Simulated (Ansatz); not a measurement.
How the c axis length of HfSi (model structure, started from the CoSn type, P6/mmm, No. 191, 6 atoms in the cell) moves with the method

No measured value is used here.

| level (code) | value (Å) |
|---|---|
| PBE (Ansatz) | ___ |
| PBEsol (Ansatz) | 4.037 |
| PBE-D3(BJ) (Ansatz) | 4.020 |

Task: Complete the blanks.

Result: 
- PBE (Ansatz, an electronic-structure program), value (Å): 4.042

Density-functional levels without +SOC have no spin–orbit coupling. PBE-D3(BJ): a distance lies near a switch of the dispersion term, which can move the cell. Ansatz's density-functional and Hartree–Fock values are scalar-relativistic unless marked +SOC, with PAW data made under PBE.

A model structure was made by putting elements into a prototype or built by hand; it is no filed structure, need not be a known phase, and can be a saddle point held by its symmetry.
